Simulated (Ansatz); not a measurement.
# Hypothetical zinc blende LuP: response to strain

Take LuP in the zinc blende structure (space group F-43m, No. 216; a = 6.161 Å; a hypothetical phase, not in the database extracts checked) as the base.

Strains are applied to the cell and any free atomic positions relax.

All numbers come from PBE/PAW in Ansatz (a program for electronic structure), scalar-relativistic without spin-orbit coupling.

```
isotropic strain (%)  band gap (eV)
--------------------  -------------
-2.62                          1.57
-0.82                          1.66
0                              1.69
0.65                              ?
1.88                           1.77
```

**Question.** Fit E_g = E₀ + Dε (ε in %) to the rows shown and predict the withheld row.

**Answer.** Least squares on the printed values gives E₀ = 1.69 eV, D = 44.2 meV per % of strain (largest residual 0.01 eV); this predicts 1.72 eV, and the run gives 1.72 eV, in agreement.

No phonon test of stability was made.
